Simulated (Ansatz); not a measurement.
Consider SiC in the zinc blende structure (space group F-43m, No. 216; a = 4.329 Å). Axes: x, y, z lie along the cube axes.

Method: LDA (Ansatz, a quantum-chemistry and plane-wave program), without spin-orbit coupling.

Perturbation: every lattice vector is shortened by 1.00 %; the atoms relax in the strained cell.

Task: Predict the stress tensor and what it implies for the stiffness.

Result: Stress of the strained cell less that of the base (GPa, compression positive):
```
   7.34    0.00    0.00
   0.00    7.34    0.00
   0.00    0.00    7.34
```

Then B = −ΔP/(ΔV/V₀) with ΔV/V₀ = -0.0297 gives secant stiffness values (nonlinear terms included at this strain): B ≈ 247 GPa.

As a check, the harmonic strain energy −½ V₀ Δσ:ε is 7.0 meV/atom; the computed energy rise is 6.7 meV/atom.

No phonon test of stability was made.
